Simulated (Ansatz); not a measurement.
An Ansatz (a program for electronic structure) input (DFT with PBE-D3(BJ), PAW potentials and a 420 eV plane-wave cutoff in Ansatz, no SOC):

Ansatz 0.2 input:
```yaml
crystal:
  lattice:
    - [2.4312477147, 0, 0]
    - [-1.2156238573, 2.1055222838, 0]
    - [0, 0, 6.4162403454]
  atoms:
    - { symbol: B, position: [0.6666666667, 0.3333333333, 0.75] }
    - { symbol: B, position: [0.3333333333, 0.6666666667, 0.25] }
    - { symbol: N, position: [0.3333333333, 0.6666666667, 0.75] }
    - { symbol: N, position: [0.6666666667, 0.3333333333, 0.25] }
basis: { ecutwfc: 420, ecutrho_ratio: 4, xc_grid: 2, fft_grid_basis: typed }
kpoints: { mp_grid: { grid: [15, 15, 5] } }
hamiltonian:
  xc: pbe
  dispersion: d3bj
  pseudopotentials: { kind: paw }
scf: { occupations: { method: fermi_dirac, width: 0.05 }, convergence: { dr2_threshold: 0.0000000004 } }
relax: { f_tol: 0.005, max_steps: 50 }
output: { forces: true, stress: true }
checkpoint: { write: state.ck, write_every: 1000 }
```

Task: Which symmetry and how many k-points will the program report, and about how many plane waves at Γ?

Result: Space group P63/mmc (ITA 194) with 24 operations, k-points 81 of 1125, and 627 plane waves at Γ.

Task: And the final pressure?

Result: 26.19 GPa (compression positive).

The cells carry an imposed strain or load. Stability against distortions was not tested. The cell was made from BN (space group P6_3/mmc, No. 194; layered, stacked along the Cartesian z axis) by this change: isotropic strain −3.00 %.
